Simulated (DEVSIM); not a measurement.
System: In0.49Ga0.51P/GaAs n-p heterojunction, at 400 K.

Layer 1 from the left is In0.49Ga0.51P, thickness (μm) 1.20, Nd (cm⁻³) 2.7e17, τn (s) 5.5e-10, τp (s) 1.6e-10. Layer 2 from the left is GaAs, thickness (μm) 0.330, Na (cm⁻³) 3e16, τn (s) 5.5e-10, τp (s) 5.5e-10.

Left contact: ohmic. Right contact: ohmic. Voltage is applied to the left contact. Recombination: SRH at mid-gap, radiative, Auger. Mobility is constant in doping.

Constants are typed, rounded textbook-type inputs, not results; the design itself was drawn at random and stands for no fabricated device. Values at 300 K; Nc and Nv go as T^1.5, mobilities as T to minus their exponent, the gap by Varshni's rule with the affinity fixed.

In0.49Ga0.51P: gap (eV) 1.89, affinity (eV) 4, permittivity 11.8, Nc (cm⁻³) 9e17, Nv (cm⁻³) 1.3e19, μn (cm²/Vs) 1500, μp (cm²/Vs) 80, T exponent of μn 1.66, T exponent of μp 2, B (cm³/s) 1e-10, Cn (cm⁶/s) 3e-30, Cp (cm⁶/s) 3e-30, Varshni α (eV/K) 0.0005, Varshni β (K) 250. GaAs: gap (eV) 1.424, affinity (eV) 4.07, permittivity 12.9, Nc (cm⁻³) 4.7e17, Nv (cm⁻³) 9e18, μn (cm²/Vs) 8500, μp (cm²/Vs) 400, T exponent of μn 2.1, T exponent of μp 2.2, B (cm³/s) 2e-10, Cn (cm⁶/s) 1e-30, Cp (cm⁶/s) 1e-30, Varshni α (eV/K) 0.000541, Varshni β (K) 204.

DEVSIM, 1D drift-diffusion, Boltzmann statistics, complete ionisation; no tunnelling, impact ionisation, image-force lowering or self-heating. Band offsets follow the typed affinities; no thermionic-emission limit at abrupt steps, no polarisation charge.

Question: What does the simulation give for the dark forward voltage at 100 A/cm², the dark forward voltage at 1 A/cm²?

Answer: dark forward voltage at 100 A/cm² 0.856 V; dark forward voltage at 1 A/cm² 0.689 V.
